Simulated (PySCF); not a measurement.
PySCF 2.14.0, B3LYP/def2-svp, df: C[SiH2]CN[Si@H](C)N[SiH3], 24 atoms. The geometry is a generated start, not checked to be a minimum at this level.

```yaml
task: energy and gradient
method: b3lyp
basis: def2-svp
two_electron_scheme: density fitting
mol.max_memory: 7000 MB
mf.init_guess: minao (default)
mf.DIIS: CDIIS (default)
mf.diis_space: 8 (default)
mf.conv_tol: 1e-09 (default)
basis functions (reference run): 204
grid points (reference run): 1869224
```

```xyz
24

C     -4.2881    -0.3341     0.6370
Si    -2.8642    -0.3514    -0.5488
C     -1.2880     0.2637     0.2767
N     -0.1668     0.2799    -0.6746
Si     1.4502     0.6113    -0.2635
C      2.4984     0.5658    -1.7763
N      1.7259    -0.6206     0.8392
Si     3.2459    -0.5204     1.5545
H     -5.2067    -0.6771     0.1516
H     -4.0959    -0.9893     1.4920
H     -4.4683     0.6746     1.0208
H     -3.1786     0.5320    -1.7059
H     -2.6816    -1.7297    -1.0785
H     -1.4605     1.2703     0.6755
H     -1.0752    -0.4014     1.1215
H     -0.4129     0.8936    -1.4500
H      1.4611     1.9308     0.3937
H      3.5399     0.8233    -1.5599
H      2.1399     1.2802    -2.5246
H      2.4926    -0.4254    -2.2413
H      1.5901    -1.5155     0.3849
H      3.3537    -1.6381     2.5161
H      4.2778    -0.6974     0.5073
H      3.4113     0.7749     2.2526
```

Yardstick: the run with mf.grids.level = 8, mf.grids.prune = nwchem_prune (default), which is not proven converged either. Single runs; times are not shown.

Settings tried, all else as in the reference:
- mf.grids.level = 3 (default), mf.grids.atom_grid = 75×302
- mf.grids.level = 3 (default), mf.grids.atom_grid = 99×590
- mf.grids.level = 6
- mf.grids.level = 1
- mf.grids.level = 4
- mf.grids.level = 3 (default), mf.grids.atom_grid = 50×194
- mf.grids.level = 3 (default), no pruning
- mf.grids.level = 5
- mf.grids.level = 0
- mf.grids.level = 2
- mf.grids.level = 3 (default), mf.grids.atom_grid = 35×110
- mf.grids.level = 3 (default)
- mf.grids.level = 3 (default), mf.grids.prune = treutler_prune

Question: Which settings reproduce the reference to 10 meV/atom in energy, 100 meV/Å in forces (largest component)?

Answer: Within it: mf.grids.level = 6; mf.grids.level = 5; mf.grids.level = 3 (default), mf.grids.atom_grid = 99×590; mf.grids.level = 4; mf.grids.level = 3 (default); mf.grids.level = 3 (default), no pruning; mf.grids.level = 3 (default), mf.grids.prune = treutler_prune; mf.grids.level = 3 (default), mf.grids.atom_grid = 75×302; mf.grids.level = 2; mf.grids.level = 3 (default), mf.grids.atom_grid = 50×194; mf.grids.level = 1; mf.grids.level = 3 (default), mf.grids.atom_grid = 35×110. Outside: mf.grids.level = 0.

```tsv
setting	grid points	energy against the reference	difference in forces (largest component)
the reference	1869224	—	—
mf.grids.level = 6	1060152	under 0.001 meV/atom	0.026 meV/Å
mf.grids.level = 5	720464	under 0.001 meV/atom	0.18 meV/Å
mf.grids.level = 3 (default), mf.grids.atom_grid = 99×590	776952	under 0.001 meV/atom	0.32 meV/Å
mf.grids.level = 4	479664	under 0.001 meV/atom	0.32 meV/Å
mf.grids.level = 3 (default)	284632	−0.0039 meV/atom	0.47 meV/Å
mf.grids.level = 3 (default), no pruning	459016	−0.0048 meV/atom	0.47 meV/Å
mf.grids.level = 3 (default), mf.grids.prune = treutler_prune	248992	−0.0060 meV/atom	0.53 meV/Å
mf.grids.level = 3 (default), mf.grids.atom_grid = 75×302	349168	−0.0028 meV/atom	2.9 meV/Å
mf.grids.level = 2	177344	under 0.001 meV/atom	2.9 meV/Å
mf.grids.level = 3 (default), mf.grids.atom_grid = 50×194	158352	+0.11 meV/atom	12 meV/Å
mf.grids.level = 1	84568	+0.14 meV/atom	12 meV/Å
mf.grids.level = 3 (default), mf.grids.atom_grid = 35×110	69024	+0.079 meV/atom	27 meV/Å
mf.grids.level = 0	20176	+160 meV/atom	150 meV/Å
```

Total energies are compared; such shifts often cancel in part in energy differences. The gradients leave out the derivatives of the grid weights. The tolerance is a choice made for this comparison.
